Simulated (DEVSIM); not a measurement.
System: Si n-i-p diode, at 300 K.

```csv
layer (left to right),material,thickness (μm),Nd (cm⁻³),Na (cm⁻³),τn (s),τp (s)
1,Si,0.590,1.6e18,-,5.2e-7,1.6e-7
2,Si,9.60,-,2.5e11,5.2e-7,5.2e-7
3,Si,0.970,-,1.8e17,5.2e-7,5.2e-7
```

Left contact: ohmic. Right contact: ohmic. Voltage is applied to the left contact. Recombination: SRH at mid-gap, radiative. Gap narrowing is on: ΔEg = 6.92 meV × (l + √(l² + 0.5)), l = ln(N/1.3e17 cm⁻³), shared equally by both band edges. Mobility is constant in doping.

This is a model device: material constants are rounded textbook-type values typed into the input, and sizes, dopings and lifetimes were drawn at random. Values at 300 K.

```
parameter           Si
-------------  -------
gap (eV)         1.124
affinity (eV)     4.05
permittivity      11.7
Nc (cm⁻³)      2.86e19
Nv (cm⁻³)       3.1e19
μn (cm²/Vs)       1417
μp (cm²/Vs)        470
B (cm³/s)      4.7e-15
```

Simulated with DEVSIM: 1D drift-diffusion, Boltzmann statistics, complete ionisation; no tunnelling, impact ionisation, image-force lowering or self-heating.

Q: Tabulate band edges, carrier densities and field at zero bias.

A: Energies count from the Fermi level of the right contact; mesh points crowd at the junctions.

```
x (μm)   Ec (eV)  Ev (eV)  n (cm⁻³)  p (cm⁻³)  field (V/cm)
-------  -------  -------  --------  --------  ------------
0.000      0.075   -1.014    1.6e18       290           ≈ 0
0.03816    0.075   -1.014    1.6e18       290           ≈ 0
0.1318     0.075   -1.014    1.6e18       290           ≈ 0
0.3498     0.075   -1.014    1.6e18       290           ≈ 0
0.5358     0.075   -1.014    1.6e18       290           ≈ 0
0.5835     0.078   -1.011    1.4e18       330         10000
0.6160     0.181   -0.943    2.6e16      4500         14000
0.7497     0.262   -0.862    1.2e15    100000          3100
1.053      0.316   -0.807    1.4e14    840000          1200
1.857      0.379   -0.745    1.2e13   9600000           600
3.988      0.493   -0.631    1.5e11     7.7e8           510
8.319      0.710   -0.413     3.3e7    3.5e12           520
9.499      0.782   -0.342   2100000    5.7e13           830
9.944      0.836   -0.288    260000    4.5e14          2000
10.14      0.904   -0.220     19000    6.3e15          7100
10.19      0.956   -0.168      2500    4.6e16         19000
10.22      0.982   -0.134       910    1.7e17          1300
10.30      0.983   -0.133       870    1.8e17           ≈ 0
10.65      0.983   -0.133       870    1.8e17           ≈ 0
10.97      0.983   -0.133       870    1.8e17           ≈ 0
11.10      0.983   -0.133       870    1.8e17           ≈ 0
11.16      0.983   -0.133       870    1.8e17           ≈ 0
```
